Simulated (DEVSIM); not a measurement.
Device: Si p-i-n diode, at 300 K.

```csv
layer (left to right),material,thickness (μm),Nd (cm⁻³),Na (cm⁻³),τn (s),τp (s)
1,Si,0.330,-,1.3e18,0.00013,0.00013
2,Si,0.490,1.7e11,-,0.00013,0.00013
3,Si,0.520,7.3e17,-,0.00013,0.00013
```

Left contact: ohmic. Right contact: ohmic. Voltage is applied to the left contact. Recombination: SRH at mid-gap. Mobility is μmin + (μ − μmin)/(1 + (N/Nref)^α).

Constants are typed, rounded textbook-type inputs, not results; the design itself was drawn at random and stands for no fabricated device. Values at 300 K.

```
parameter           Si
-------------  -------
gap (eV)         1.124
affinity (eV)     4.05
permittivity      11.7
Nc (cm⁻³)      2.86e19
Nv (cm⁻³)       3.1e19
μn (cm²/Vs)       1417
μp (cm²/Vs)        470
μn,min              52
μp,min              45
Nref,n          9.7e16
Nref,p          2.2e17
αn                0.68
αp                0.72
```

DEVSIM, 1D drift-diffusion, Boltzmann statistics, complete ionisation; no tunnelling, impact ionisation, image-force lowering or self-heating.

Tabulate band edges, carrier densities and field at zero bias.

Energies count from the Fermi level of the right contact; mesh points crowd at the junctions.

| x (μm) | Ec (eV) | Ev (eV) | n (cm⁻³) | p (cm⁻³) | field (V/cm) |
|---|---|---|---|---|---|
| 0.000 | 1.042 | -0.082 | < 1e2 | 1.3e18 | ≈ 0 |
| 0.02103 | 1.042 | -0.082 | < 1e2 | 1.3e18 | ≈ 0 |
| 0.05770 | 1.042 | -0.082 | < 1e2 | 1.3e18 | ≈ 0 |
| 0.1216 | 1.042 | -0.082 | < 1e2 | 1.3e18 | ≈ 0 |
| 0.2394 | 1.042 | -0.082 | < 1e2 | 1.3e18 | ≈ 0 |
| 0.2901 | 1.042 | -0.082 | < 1e2 | 1.3e18 | ≈ 0 |
| 0.3192 | 1.040 | -0.084 | < 1e2 | 1.2e18 | -4500 |
| 0.3433 | 0.962 | -0.162 | 1900 | 6.0e16 | -27000 |
| 0.3753 | 0.896 | -0.228 | 25000 | 4.6e15 | -18000 |
| 0.4378 | 0.791 | -0.333 | 1500000 | 7.9e13 | -17000 |
| 0.5454 | 0.612 | -0.512 | 1.5e9 | 7.8e10 | -17000 |
| 0.7012 | 0.354 | -0.770 | 3.3e13 | 3500000 | -17000 |
| 0.7659 | 0.245 | -0.879 | 2.2e15 | 54000 | -17000 |
| 0.8018 | 0.178 | -0.946 | 2.9e16 | 4000 | -23000 |
| 0.8278 | 0.101 | -1.023 | 5.8e17 | 200 | -12000 |
| 0.8556 | 0.095 | -1.029 | 7.3e17 | 160 | -41 |
| 0.9057 | 0.095 | -1.029 | 7.3e17 | 160 | ≈ 0 |
| 0.9963 | 0.095 | -1.029 | 7.3e17 | 160 | ≈ 0 |
| 1.176 | 0.095 | -1.029 | 7.3e17 | 160 | ≈ 0 |
| 1.261 | 0.095 | -1.029 | 7.3e17 | 160 | ≈ 0 |
| 1.310 | 0.095 | -1.029 | 7.3e17 | 160 | ≈ 0 |
| 1.340 | 0.095 | -1.029 | 7.3e17 | 160 | ≈ 0 |
